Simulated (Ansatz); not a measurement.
Base system: Ga2O3 in the corundum structure (space group R-3c, No. 167; a = 5.058 Å, c = 13.623 Å (hexagonal axes)).

Calculations: Kohn–Sham DFT with the PBE functional, run in Ansatz (a program for electronic structure) with PAW and 420 eV plane waves, no spin-orbit coupling.

For the base:

| Quantity | Value |
|---|---|
| Lattice parameter a | 5.058 Å |
| Smallest direct gap | 2.63 eV |
| Gap character | indirect, Γ–S₀ (50 % along) → Γ |

One thing is altered: cell and atoms relaxed at a pressure of 22.5 GPa.

Estimate the effect on the lattice parameter a.

The lattice parameter a shrinks by 0.134 Å (5.058 Å → 4.924 Å).

What does the calculation give for the smallest direct gap after the change?

The smallest direct gap grows by 1.03 eV, from 2.63 eV to 3.66 eV.

Predict the new gap character.

The gap character is still indirect, Γ–S₀ (50 % along) → Γ.

Load acts through the strain it causes; cell and atoms are relaxed under it. Stability against distortions was not tested. Competing high-pressure phases were not computed.
